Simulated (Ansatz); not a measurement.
The reference is BN in the h-BN type structure (space group P6_3/mmc, No. 194; a = 2.5006 Å, c = 6.5258 Å; layered, stacked along the Cartesian z axis). Axes: x lies along a and z along c of the hexagonal cell.

The values are results of Ansatz (an electronic-structure program), r2SCAN+rVV10, PAW, cutoff 500 eV, no spin-orbit coupling, not measurements.

Before the change:

```
Property                Value
-------------------  --------
Pressure             0.00 GPa
Smallest direct gap   5.18 eV
Volume per atom       8.83 Å³
```

The change: tensile biaxial strain of 2.40 % in the plane normal to [001], as in epitaxy on a mismatched substrate; the out-of-plane cell vector and the atoms relax.

Question: How does this affect the pressure?

Answer: The pressure (mean of the normal stresses, compression positive) goes from zero to -16.14 GPa.

Question: What happens to the smallest direct gap?

Answer: The smallest direct gap drops by 0.20 eV to 4.98 eV.

Question: How does this affect the volume per atom?

Answer: The volume per atom rises by 0.411 Å³, from 8.83 Å³ to 9.25 Å³.

No phonon test of stability was made.
